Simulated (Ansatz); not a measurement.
CsPbBr3: stress against strain

CsPbBr3 (cubic perovskite, Pm-3m, 40.495 Å³/atom and stress up to 0.01 GPa in the relaxed cell, cube axes along x, y and z) under a strain ε along a cube axis (axis z), the other axes held. PBEsol in Ansatz, a plane-wave DFT program (PAW, default set), 420 eV, 6×6×6 Γ-centred mesh, Fermi-Dirac smearing 0.05 eV; ions are relaxed, or left where forces stay under 0.02 eV/Å, within the symmetry of each cell. Stress is positive for a compressed cell.

Here s stands for strain and y for stress zz.

```
strain (%)  stress zz (GPa)
----------  ---------------
-1.20                  0.67
-0.60                  0.32
0.00                   0.00
0.60                  -0.30
1.20                  -0.58
3.00                      ?
```

Fit y of the 5 rows that show it with a straight line. Means: s 0, y 0.022. About the means, the sum of products is -1.8720 and the sum of squares of s is 3.6000; the slope is their ratio. Least squares gives y = 0.022 - 0.5200·s. Residuals (row less fit): 0.024, -0.014, -0.022, -0.010, 0.022; standard error 0.025 (degrees of freedom: 3). The slope gives the elastic constant C11 = 52 ± 1 GPa (± standard error of the fit, which holds the terms cut off).

Problem. Predict the withheld y at s = 3.00 from the fit, and compare with the calculation.

Solution. y = 0.022 - 0.5200 × 3.0 = -1.538 GPa. The calculation gives -1.29 GPa, 0.248 GPa above the prediction (12.7 % of the range of y in the table). The row lies outside the fitted rows, so this is an extrapolation. From the scatter of the fitted rows alone, a prediction at this place has a standard error of 0.048 GPa, so the miss is 5.2 times that.

A polynomial of degree 2 through the 10 other runs of the series gives -1.27 there, so most of the miss is curvature that the fit leaves out. The primitive cell can neither tilt nor turn polar against its symmetry, as such crystals can under strain. Spin-orbit coupling is left out, which can shift these values for the heavy elements here. CsPbBr3 is here the ideal cubic form; the compound distorts at low or room temperature. Rows are the converged runs of the series near zero and its far end; series whose fitted rows scatter by over a few per cent of the range, as at a crossing or softening among them, aren't shown in this form, nor equations of state whose B0' disagrees with the runs' pressures. Most that stay on the fit to the last digits aren't either.
